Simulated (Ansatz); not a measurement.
# Refining one setting for Ti₄Ru (Fmmm, 5 atoms in the cell)

```xyz
5
Lattice="0.0000 2.4230 11.2883 1.5898 0.0000 11.2883 1.5898 2.4230 0.0000" Properties=species:S:1:pos:R:3 pbc="T T T"
Ti     1.5898     2.4230     9.2478
Ti     1.5898     2.4230    13.3287
Ti     1.5898     2.4230    18.1306
Ti     1.5898     2.4230     4.4460
Ru     0.0000     0.0000     0.0000
```

Method of the run: PBEsol, PAW files made with PBE (plane waves; Ansatz, an electronic-structure program).

The starting cell comes from a database of computed structures (which also holds hypothetical and non-ambient phases and stackings), without a prior relaxation at this level. Its lattice was rescaled by a random factor within 2.5 % of one. Spin polarisation is off. In the base run, with a pressure of about -13 GPa the cell is away from its equilibrium volume at this level. Ansatz's pressure includes its estimate of the finite-basis (Pulay) stress.

Held fixed: kpoints.mp_grid.grid = 9 9 9; hamiltonian.xc = pbesol; hamiltonian.pseudopotentials = {kind: paw} (the program's default PAW files); scf.occupations.method = gaussian; scf.occupations.width = 0.136 eV.

ΔF is the free energy per atom less that of the last row (840 eV).

The first pressure column holds Ansatz's estimate of the finite-basis (Pulay) stress, which hides part of the cutoff error; the other is without it.

The series runs over basis.ecutwfc = 170 eV; 210 eV; 250 eV; 295 eV; 335 eV; 380 eV; 420 eV; 485 eV; 545 eV; 630 eV; 735 eV; 840 eV.

Problem. From which setting on does the pressure stay within 0.2 GPa of the last one?

Solution. From basis.ecutwfc = 295 eV on; the one before it is off by 0.39 GPa. The value it settles on is -12.7 GPa at this level of theory and with the other settings as held.

```tsv
basis.ecutwfc	ΔF (meV/atom)	pressure (GPa)	largest force (eV/Å)	pressure at a fixed set of plane waves (GPa)	plane waves	iterations
170 eV	10234.4	-18.38	2.071	-352.23	427	21
210 eV	2705.7	-12.09	0.695	-134.37	625	24
250 eV	615.5	-13.10	0.291	-50.16	779	16
295 eV	92.6	-12.68	0.540	-20.29	993	12
335 eV	14.4	-12.65	0.562	-13.98	1223	14
380 eV	3.3	-12.67	0.565	-12.81	1461	13
420 eV	2.0	-12.69	0.567	-12.75	1673	15
485 eV	0.94	-12.71	0.569	-12.74	2137	12
545 eV	0.46	-12.71	0.570	-12.72	2545	13
630 eV	0.21	-12.71	0.570	-12.72	3073	12
735 eV	0.06	-12.71	0.570	-12.71	3933	13
840 eV	0.00	-12.71	0.570	-12.71	4809	13
```

Keys are those of Ansatz 0.2.
